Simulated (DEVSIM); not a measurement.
System: Ru/SiO2/p-Si capacitor, at 300 K.

Layer 1 from the left is SiO2, thickness (nm) 4.30. Layer 2 from the left is Si, thickness (nm) 2800, Na (cm⁻³) 4.2e16.

Metal gate on the left, work function 4.7 eV. Fixed charge at the semiconductor interface -8.5e10 cm⁻² (in units of +e); no interface traps.

Constants are typed, rounded textbook-type inputs, not results; the design itself was drawn at random and stands for no fabricated device. Values at 300 K.

SiO2: gap (eV) 9, affinity (eV) 0.9, permittivity 3.9. Si: gap (eV) 1.124, affinity (eV) 4.05, permittivity 11.7, Nc (cm⁻³) 2.86e19, Nv (cm⁻³) 3.1e19.

Q: Estimate by hand the flat-band voltage, the threshold voltage, and compare with a numerical solution.

A: 
- Flat-band voltage: C = 0.803 μF/cm², work-function difference -0.303 V; VFB = φms − qNf/C = -0.29 V; numerical -0.29 V.
- Threshold voltage: φF = 0.392 V, depletion charge √(4εqNφF) = 1.05e-7 C/cm²; VT = VFB + 2φF + Qd/C = 0.63 V; numerical 0.63 V.

Simulated with DEVSIM: 1D Poisson equation in equilibrium, Boltzmann statistics, complete ionisation; no quantum confinement or tunnelling. Metal contacts follow the ideal Schottky-Mott rule: no Fermi-level pinning, no interface dipoles.
